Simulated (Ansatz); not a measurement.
**MgS (model structure, within 0.1 Å of P4/mmm, No. 123, 4 atoms in the cell)**

These are LDA in Ansatz (plane waves, PAW) values and carry that method's errors.

Run with plane-wave cutoff 520 eV, 14×14×12 k mesh (along the axes of the cell as run), Fermi–Dirac smearing 0.05 eV, scalar-relativistic PAW data made under PBE.

Cell (relaxed at this level):

```xyz
4
Lattice="4.8748 0.0000 0.0000 0.0000 4.8748 0.0000 0.0000 0.0000 4.5692" Properties=species:S:1:pos:R:3 pbc="T T T"
Mg     2.4374     0.0000     0.0004
Mg     0.0000     2.4374     4.5688
S      0.0000     0.0000     0.0000
S      2.4374     2.4374     0.0000
```

```
Item                            Value
--------  ---------------------------
band gap  1.80 eV (on the SCF k mesh)
```

The computed numbers hold no vibrational or temperature effects.

The result took very roughly 9 core-minutes.

A model structure was made by putting elements into a prototype or built by hand; it is no filed structure, need not be a known phase, and can be a saddle point held by its symmetry.

Ansatz is an electronic-structure program.
